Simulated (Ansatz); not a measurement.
The reference is LiNbO3 (space group R3c, No. 161).

```
CELL_PARAMETERS angstrom
      2.59494     1.49819     4.67151
     -2.59494     1.49819     4.67151
      0.00000    -2.99637     4.67151
ATOMIC_POSITIONS crystal
  Li 0.28074 0.28074 0.28074
  Li 0.78074 0.78074 0.78074
  Nb 0.99950 0.99950 0.99950
  Nb 0.49950 0.49950 0.49950
  O  0.10960 0.35709 0.72016
  O  0.72016 0.10960 0.35709
  O  0.35709 0.72016 0.10960
  O  0.22016 0.85709 0.60960
  O  0.85709 0.60960 0.22016
  O  0.60960 0.22016 0.85709
```

Cartesian axes are those of the cell as printed.

Calculations: Ansatz (a quantum-chemistry and plane-wave program) PBE, without spin-orbit coupling.

Before the change:

The shortest interatomic distance is 3.561 bohr.

Modification: uniaxial strain ε_zz = −2.25 %, all other strain components held at zero; the atoms relax in the strained cell.

Q: What happens to the energy relative to the base, shortest interatomic distance and largest internal atomic displacement?

A: The energy increases by 3.8 meV/atom; the shortest interatomic distance stays essentially unchanged (3.561 bohr against 3.565 bohr); the largest internal atomic displacement comes out as 0.014 Å.

Stability against distortions was not tested.
